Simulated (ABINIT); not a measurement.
ABINIT run on MgH₂ (P4_2/mnm, 6 atoms in the cell): self-consistent single point.

Level of theory: LDA (PW92), PAW (JTH v2.0 LDA PAW) (plane waves; ABINIT).

```
MgH2
1.0
    4.53220     0.00000     0.00000
    0.00000     4.53220     0.00000
    0.00000     0.00000     3.02965
Mg H
2 4
Direct
  0.50000   0.50000   0.50000
  0.00000   0.00000   0.00000
  0.69557   0.69557   0.00000
  0.30443   0.30443   0.00000
  0.80443   0.19557   0.50000
  0.19557   0.80443   0.50000
```

Reference input (self-consistent single point, DFT, PBE, plane waves, PAW (JTH v2.0 PBE PAW)): pseudos = [Mg.GGA_PBE-JTH.xml, H.GGA_PBE-JTH.xml]; ecut = 30 Ha; pawecutdg = 60 Ha; pawxcdev = 0; ixc = 11; occopt = 1; ngkpt = 6 6 9; nshiftk = 1; shiftk = 0 0 0; potentials = JTH v2.0 PBE PAW; nband = 14; kptopt = 1. This run's input differs from it in these lines:

```diff
@@ -1,4 +1,4 @@
-# MgH2, JTH v2.0 PBE PAW
+# MgH2, JTH v2.0 LDA PAW
 pp_dirpath "./"
-pseudos "Mg.GGA_PBE-JTH.xml, H.GGA_PBE-JTH.xml"
+pseudos "Mg.LDA_PW-JTH.xml, H.LDA_PW-JTH.xml"
 acell 3*1.0 Angstrom
@@ -22,3 +22,3 @@
 pawxcdev 0
-ixc 11
+ixc 7
 occopt 1
```

Its files differ too (potentials: JTH v2.0 PBE PAW → JTH v2.0 LDA PAW).

Output, abridged:

```
--- !BeginCycle
solver: {iscf: 17, nstep: 100, nline: 4, wfoptalg: 10, }
tolerances: {toldfe: 1.00E-09, }
...

     iter   Etot(hartree)      deltaE(h)  residm     nres2
 ETOT  1  -126.01894383523    -1.260E+02 8.731E+00 4.135E+00
 ETOT  2  -129.34545214827    -3.327E+00 2.326E-02 1.131E+01
 ETOT  3  -129.34442757391     1.025E-03 4.338E-03 1.043E+01
 ETOT  4  -129.31887599303     2.555E-02 1.582E-03 2.740E-01
 ETOT  5  -129.31877491204     1.011E-04 7.656E-04 7.699E-02
   [... 2 lines left out ...]
 ETOT  8  -129.31871843439    -1.803E-07 4.896E-05 2.029E-05
 ETOT  9  -129.31871840772     2.667E-08 9.577E-05 5.744E-07
 ETOT 10  -129.31871840730     4.144E-10 4.227E-05 3.827E-08
 ETOT 11  -129.31871840718     1.234E-10 4.592E-05 2.455E-09
 At SCF step   11, etot is converged :
  for the second time, diff in etot=  1.234E-10 < toldfe=  1.000E-09

 Cartesian components of stress tensor (hartree/bohr^3)
  sigma(1 1)=  9.95915257E-05  sigma(3 2)=  0.00000000E+00
  sigma(2 2)=  9.95915257E-05  sigma(3 1)=  0.00000000E+00
  sigma(3 3)=  1.24071692E-04  sigma(2 1)=  0.00000000E+00

 ----iterations are completed or convergence reached----

 reduced coordinates (array xred) for    6 atoms
       0.500000000000      0.500000000000      0.500000000000
       0.000000000000      0.000000000000      0.000000000000
       0.695570000000      0.695570000000      0.000000000000
       0.304430000000      0.304430000000      0.000000000000
       0.804430000000      0.195570000000      0.500000000000
       0.195570000000      0.804430000000      0.500000000000
   [... lines left out ...]
 Fermi (or HOMO) energy (eV) =   0.70133   Average Vxc (eV)=  -8.53830
   [... lines left out ...]
local_psp           : -1.00211150577600E+02
total_energy        : -1.29318709718297E+02
total_energy_eV     : -3.51894105042448E+03
...

-Cartesian components of stress tensor (GPa)         [Pressure= -3.1702E+00 GPa]
- sigma(1 1)=  2.93008335E+00  sigma(3 2)=  0.00000000E+00
- sigma(2 2)=  2.93008335E+00  sigma(3 1)=  0.00000000E+00
- sigma(3 3)=  3.65031459E+00  sigma(2 1)=  0.00000000E+00

 Calculation completed.
```

The run converged in 11 iterations. Against the reference run the pressure goes from -0.70 to -3.17 GPa, the largest force goes from 0.003 to 0.009 eV/Å and the gap on the mesh goes from 3.869 to 3.511 eV.

The starting cell comes from a database of computed structures (which also holds hypothetical and non-ambient phases and stackings), without a prior relaxation at this level. Its lattice was rescaled by a random factor within 2.5 % of one. With a pressure of about -3 GPa the cell is away from its equilibrium volume at this level.

Cost on one core of a shared machine: roughly 70 s.
